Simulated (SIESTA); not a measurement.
Band structure of IrPd₃ (I4/mmm, 4 atoms in the cell).

```xyz
4
Lattice="-1.9695 1.9695 3.8929 1.9695 -1.9695 3.8929 1.9695 1.9695 -3.8929" Properties=species:S:1:pos:R:3 pbc="T T T"
Pd     0.0000     1.9695     1.9464
Pd     1.9695     0.0000     1.9464
Pd     0.0000     0.0000     3.8929
Ir     0.0000     0.0000     0.0000
```

Method of the run: LDA PW92, numerical atomic orbitals DZP, PseudoDojo LDA standard norm-conserving potentials (rewritten from UPF to PSML) in SIESTA 5.4.2.

Settings: XC.functional = LDA; XC.authors = PW92; potentials = PseudoDojo LDA standard; PAO.BasisSize = DZP; PAO.EnergyShift = 0.01 Ry; MeshCutoff = 400 Ry; kgrid.MonkhorstPack = 8 8 8; OccupationFunction = MP; OccupationMPOrder = 0; ElectronicTemperature = 0.2 eV; MaxSCFIterations = 150; SCF.Mixer.Method = Pulay; SCF.Mixer.Weight = 0.25; SCF.Mixer.History = 6.

The starting cell comes from a database of computed structures (which also holds hypothetical and non-ambient phases and stackings), without a prior relaxation at this level. Spin-orbit coupling is off. Spin polarisation is off. Values carry the incompleteness of an atom-centred basis.

Levels in eV from the Fermi level, bands 32 to 37:
```json
[
 {"point": "Γ", "32": "-0.82", "33": "-0.16", "34": "0.06", "35": "0.34", "36": "0.34", "37": "0.81"},
 {"point": "X", "32": "-1.20", "33": "-0.22", "34": "0.04", "35": "0.14", "36": "0.24", "37": "0.56"},
 {"point": "Y", "32": "-1.33", "33": "-1.25", "34": "-0.86", "35": "0.02", "36": "0.08", "37": "0.57"},
 {"point": "S", "32": "-1.38", "33": "-1.08", "34": "-0.91", "35": "-0.83", "36": "-0.46", "37": "0.44"},
 {"point": "Z", "32": "-0.72", "33": "-0.16", "34": "0.08", "35": "0.29", "36": "0.47", "37": "0.47"},
 {"point": "S1", "32": "-1.38", "33": "-1.08", "34": "-0.91", "35": "-0.83", "36": "-0.46", "37": "0.44"},
 {"point": "N", "32": "-1.51", "33": "-1.37", "34": "-0.96", "35": "-0.78", "36": "-0.16", "37": "0.03"},
 {"point": "P", "32": "-1.94", "33": "-0.96", "34": "-0.34", "35": "-0.34", "36": "-0.23", "37": "1.49"},
 {"point": "Y1", "32": "-1.33", "33": "-1.25", "34": "-0.86", "35": "0.02", "36": "0.08", "37": "0.57"}
]
```

Bands cross the Fermi level along this path, so the cell is metallic at this level.

Higher empty bands are left out: an atom-centred basis made for the valence describes them poorly.
